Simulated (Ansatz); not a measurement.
Effect of uniaxial strain ε_xx = −2.50 % on Zr

Consider Zr in the hcp (Mg type) structure (space group P6_3/mmc, No. 194; a = 3.144 Å, c = 5.093 Å; relaxed with 0.1 eV smearing). Axes: x lies along a and z along c of the hexagonal cell.

Now apply this change: the cell is compressed by 2.50 % along x with no lateral relaxation; the atoms relax in the strained cell.

Method: Ansatz (a program for electronic structure), LDA, PAW, cutoff 420 eV, no spin-orbit coupling. k-mesh 21×21×12 (Γ-centred); smearing 0.1 eV (Fermi–Dirac).

```csv
quantity,base,changed,shift
space group,P6_3/mmc (No. 194),Cmcm (No. 63),–
shortest interatomic distance,3.127 Å,3.045 Å,-0.082 Å
energy relative to the base (free energy F),0 meV/atom,+5.2 meV/atom,+5.2 meV/atom
band gap,zero,zero,–
largest internal atomic displacement,–,0.073 Å,–
"stress (xx, yy, zz, yz, xz, xy; compression positive)",–,"(2.9, 2.4, 2.0, 0.0, 0.0, 0.0) GPa",–
```

Cost of the whole job for the changed cell (relaxation, final SCF and bands): around 80 core-seconds (rough).

Stability against distortions was not tested. All final runs are without spin polarisation.
